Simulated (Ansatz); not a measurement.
# AlRu under a change: biaxial strain −1.25 %, plane normal [111], relaxed out of plane

Base system: AlRu in the CsCl type structure (space group Pm-3m, No. 221; a = 2.9770 Å; relaxed with 0.1 eV smearing). Axes: x, y, z lie along the cube axes.

The change: compressive biaxial strain of 1.25 % in the plane normal to [111], as in epitaxy on a mismatched substrate; the out-of-plane cell vector and the atoms relax.

Calculations: Ansatz (a quantum-chemistry and plane-wave program) PBEsol, no SOC. Settings: 19×19×19 k-points, 0.1 eV Fermi–Dirac smearing.

The volume per atom shrinks by 0.22 Å³ (13.19 Å³ → 12.97 Å³) and the space group becomes R-3m (No. 166) (base: Pm-3m (No. 221)). The energy increases by 5.9 meV/atom and the pressure (mean of the normal stresses, compression positive) goes from zero to 3.9 GPa. The band gap remains zero and the out-of-plane strain amounts to +0.86 %. The ratio −ε⊥/ε∥ is 0.68 and the mean in-plane stress (compression positive) comes out as +5.8 GPa.

Final structure (turned so that z lies along the plane normal):

```
AlRu
1.0
    4.15753     0.00000     0.00000
    2.07877     3.60053     0.00000
    2.07877    -1.20018     1.73349
Al Ru
1 1
Direct
  0.00000   0.50000   0.50000
  0.00000   0.00000   0.00000
```

Whether these cells are dynamically stable was not tested. All final runs are without spin polarisation.
